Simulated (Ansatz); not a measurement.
Base system: Ru in the hcp (Mg type) structure (space group P6_3/mmc, No. 194; a = 2.6919 Å, c = 4.2457 Å). Axes: x lies along a and z along c of the hexagonal cell.

The values are results of PBEsol, PAW, 420 eV (Ansatz, a program for electronic structure; scalar-relativistic without spin-orbit coupling), not measurements.

For the base:

```
Quantity                         Value
-----------------------------  -------
Pressure                       0.0 GPa
Shortest interatomic distance  2.631 Å
Band gap                          zero
```

Modification: biaxial strain −0.63 %, plane normal [001], relaxed out of plane (Cartesian); in-plane vectors clamped, the third vector and the atoms free.

### Question
What happens to the pressure, shortest interatomic distance and band gap?

### Answer
The pressure (mean of the normal stresses, compression positive) goes from zero to 3.2 GPa; the shortest interatomic distance stays 2.631 Å; the band gap remains zero.

Stability against distortions was not tested. The final runs are not spin-polarised.
